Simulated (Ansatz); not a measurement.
The parent structure is LiCl in the rock salt structure (space group Fm-3m, No. 225; a = 5.064 Å). Axes: x, y, z lie along the cube axes.

Calculations: PBEsol (Ansatz, a program for electronic structure; PAW; 420 eV plane waves; without spin-orbit coupling).

Strains are applied to the cell and any free atomic positions relax.

One change was made to it. Results:

The band gap drops by 0.094 eV, from 6.35 eV to 6.25 eV; the shortest interatomic distance stays 4.785 bohr; the gap character stays direct at Γ; the energy goes up by 1.1 meV/atom.

### Question
Which of these changes matches the shifts?
(A) tensor shear ε_xy = +1.43 %
(B) tensor shear ε_xy = +0.29 %
(C) tensor shear ε_xy = +2.00 %

### Answer
A, tensor shear ε_xy = +1.43 %. For comparison, the band gap in the other runs: tensor shear ε_xy = +2.00 % gives 6.21 eV; tensor shear ε_xy = +0.29 % gives 6.33 eV.

Whether these cells are dynamically stable was not tested. k-point labels follow each cell's own Brillouin zone.
